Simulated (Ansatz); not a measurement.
Start from C in the diamond structure (space group Fd-3m, No. 227; a = 3.560 Å).

Computed with r2SCAN in Ansatz (plane waves to 500 eV, PAW, no spin-orbit coupling).

One change was made to it. Results:

The band gap becomes zero (base: 4.36 eV); the volume per atom grows by 2.69 Å³, from 5.64 Å³ to 8.33 Å³.

What was done to the base?
A) C → Si
B) C → Se
C) C → Ru
D) C → B

D, C → B. For comparison, the volume per atom in the other runs: C → Si gives 20.17 Å³; C → Se gives 31.10 Å³; C → Ru gives 19.83 Å³.

Stability against distortions was not tested. As relaxed here, B, Se and Ru are hypothetical phases, not in the database extracts checked. The final runs are not spin-polarised.

Ansatz is a quantum-chemistry and plane-wave program.
